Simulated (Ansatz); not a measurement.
The reference is InP in the zinc blende structure (space group F-43m, No. 216; a = 5.9595 Å).

Method: PBE (Ansatz, an electronic-structure program), without spin-orbit coupling.

Before the change:

```
Property     Value
--------  --------
Pressure  0.00 GPa
```

It is then changed as follows: an isotropic linear strain of +2.00 %; the atoms relax in the strained cell.

Q: Predict the new pressure, mean gap deformation potential ΔEg/Δln V and energy relative to the base.

A: The pressure goes from zero to -3.06 GPa; the mean gap deformation potential ΔEg/Δln V comes out as -5.4 eV; the energy grows by 16 meV/atom.

Stability against distortions was not tested. The zero or small gap of InP under isotropic strain +2.00 % can change with the level of theory.
